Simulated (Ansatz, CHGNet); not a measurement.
# NiAs-type NiSb: properties by level of theory

Reference values: lattice constant a 3.946 Å (measured, temperature not stated, not corrected to a static lattice; as tabulated in Wikipedia's data pages); lattice parameter c 5.148 Å (measured, temperature not stated, no zero-point or thermal correction; as tabulated in Wikipedia's data pages).

```tsv
level (code)	lattice constant a (Å)	lattice parameter c (Å)
CHGNet-r²SCAN (CHGNet)	3.920	5.153
PBEsol (Ansatz)	3.916	5.070
PBE-D4 (Ansatz)	3.923	5.107
rVV10 (Ansatz)	4.015	5.208
r²SCAN (Ansatz)	3.931	5.120
```

Differences from the reference values (errors of the level alone only where the reference is corrected to a static lattice):

| level | lattice constant a (%) | lattice parameter c (%) |
|---|---|---|
| CHGNet-r²SCAN | -0.66 | +0.10 |
| PBEsol | -0.76 | -1.52 |
| PBE-D4 | -0.58 | -0.80 |
| rVV10 | +1.75 | +1.17 |
| r²SCAN | -0.38 | -0.54 |

Nearest: lattice constant a, not ranked (reference at room or unstated temperature); lattice parameter c, not ranked (reference at room or unstated temperature).

Machine-learned potentials (CHGNet-r²SCAN) are trained on DFT data, which may include these solids.

Ansatz's density-functional and Hartree–Fock values are scalar-relativistic unless marked +SOC, with PAW data made under PBE.

The crystal itself was run without spin with PBEsol, PBE-D4, rVV10, r²SCAN.

Differences are worked out from the printed values.

Static lattice: no zero-point or thermal effects.

Ansatz is an electronic-structure program.
